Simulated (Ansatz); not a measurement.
Consider the following.

```yaml
crystal:
  lattice:
    - [0.00000, 2.83808, 2.83808]
    - [2.83808, 0.00000, 2.83808]
    - [2.83808, 2.83808, 0.00000]
  atoms:
    - { symbol: Ge, position: [0.50000, 0.50000, 0.50000] }
    - { symbol: Ge, position: [0.75000, 0.75000, 0.75000] }
```

No spin polarisation.

A single point on Ge, its geometry relaxed with PBEsol.

Method: Kohn–Sham DFT with the r2SCAN functional, run in Ansatz (an electronic-structure program) with PAW and 500 eV plane waves, no spin-orbit coupling. k-mesh 14×14×14 (Γ-centred); smearing 0.05 eV (Fermi–Dirac).

Q: Predict the pressure and band gap.

A: 
```json
{
  "pressure": "0.0 GPa",
  "band_gap": "0.35 eV"
}
```

Single points use the geometry relaxed with PBEsol. No phonon test of stability was made. The cell is Ge in the diamond structure (space group Fd-3m, No. 227).
